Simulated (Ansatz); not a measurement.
Consider the following.

```
CELL_PARAMETERS angstrom
      4.93026    -1.73276     0.35165
      4.93026     1.73276     0.35165
     -1.48915     0.00000     6.83293
ATOMIC_POSITIONS crystal
  Mg 0.00000 0.00000 0.50000
  V  0.74398 0.74398 0.80991
  V  0.25602 0.25602 0.19009
  O  0.22182 0.22182 0.89385
  O  0.77818 0.77818 0.10615
  O  0.11293 0.11293 0.28000
  O  0.88707 0.88707 0.72000
  O  0.61429 0.61429 0.62634
  O  0.38571 0.38571 0.37366
```

Calculation: r2SCAN, rigid bands (plane waves, PAW, scalar-relativistic; Ansatz, a quantum-chemistry and plane-wave program). Condition of this run: functional r2SCAN on the same cell. How the cell was made: cell and atoms relaxed with PBEsol.

Problem. What conductivity effective mass do dilute holes have at 300 K?

Solution. 3.9 (x), 3.4 (y), 5.5 (z) mₑ.

Problem. Predict the electron conductivity mass (n e² τ/σ) at 300 K, by direction if it differs.

Solution. 7.2 (x), 1.70 (y), 5.1 (z) mₑ.

Problem. And the band gap?

Solution. 2.89 eV at this level; semilocal functionals usually fall short of the measured gap.

Rigid bands, one relaxation time for all states, no polarons. Spin-orbit coupling is left out; where it splits the top of the valence band it changes the hole mass and lowers the gap by about a third of the splitting. Geometry: cell and atoms relaxed with PBEsol.

Formula and space group known from diffraction (Crystallography Open Database), not checked to be the room-temperature form: MgV2O6 (C2/m). Treated as nonmagnetic, magnetic states not searched for: MgV2O6 (C2/m).
